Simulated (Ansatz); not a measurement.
## hypothetical simple cubic Pt with two functionals, strain tensor (xx, yy, zz, yz, xz, xy) = (−1.56, −1.83, +1.78, −0.04, +0.48, +2.25) %

Consider Pt in the simple cubic structure (space group Pm-3m, No. 221; a = 2.625 Å; a hypothetical phase, not in the database extracts checked; relaxed with 0.1 eV smearing). Axes: x, y, z lie along the cube axes.

(Cell as relaxed with PBE.)

Levels (all Ansatz, a first-principles code, PAW): PBE (420 eV, no SOC); PBEsol (420 eV, no spin-orbit coupling).

Each level relaxes its own structure.

```tsv
base	PBE	PBEsol
volume per atom	18.10 Å³	17.33 Å³
lattice parameter a	2.625 Å	2.588 Å
band gap	zero	zero
```

The change: strain tensor (xx, yy, zz, yz, xz, xy) = (−1.56, −1.83, +1.78, −0.04, +0.48, +2.25) %; the atoms relax in the strained cell.

| quantity | PBE | PBEsol |
|---|---|---|
| shortest interatomic distance | 2.578 Å | [?] |
| energy relative to the base (free energy F) | +22 meV/atom | [?] |
| pressure (mean of the normal stresses, compression positive) | 3.8 GPa | [?] |
| band gap | zero | [?] |

Question: What does PBEsol give?

Answer: 
- shortest interatomic distance, PBEsol: 2.541 Å
- energy relative to the base (free energy F), PBEsol: +24 meV/atom
- pressure (mean of the normal stresses, compression positive), PBEsol: 4.5 GPa
- band gap, PBEsol: zero

PBE's shortest interatomic distance lies 0.037 Å above PBEsol's (1.4 %); PBE's energy relative to the base lies 2.4 meV/atom below PBEsol's; PBE's pressure lies 0.63 GPa below PBEsol's; the two agree on the band gap. Neither level is exact; PBEsol is the comparison here, not a measurement.

No phonon test of stability was made. All final runs are without spin polarisation.
